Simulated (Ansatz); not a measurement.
The starting structures come from a database of crystals and need not be the phases stable at ambient conditions.

 Where the default PAW files enter, the runs use the earlier of Ansatz's two default sets.

Here is the system:

```
CELL_PARAMETERS angstrom
      6.01697     0.00000     0.00000
      0.00000     6.37464     0.00000
      1.03471     3.18732     3.12513
ATOMIC_POSITIONS crystal
  K  0.38809 0.15274 0.69452
  H  0.81108 0.79302 0.03666
  H  0.81108 0.17032 0.03666
  P  0.88879 0.65514 0.68972
  S  0.20201 0.61519 0.76962
  O  0.89604 0.89292 0.21416
  O  0.73046 0.73768 0.91350
  O  0.73046 0.34882 0.91350
```

Space group of this cell: Cm. The cell is taken as given; by r2SCAN its mean pressure is -2.7 GPa.

Transport runs along the normal of the first two printed cell vectors.

No gap correction and no spin-orbit coupling; mid-gap values are interpolated between computed energies.

Problem. Compute, with r2SCAN (Ansatz, an electronic-structure program), the band gap and the smallest decay constant κ at mid-gap.

Solution. Gap 5.08 eV on a 6×10×10 mesh; κ = 0.426 1/Å, at the zone centre.
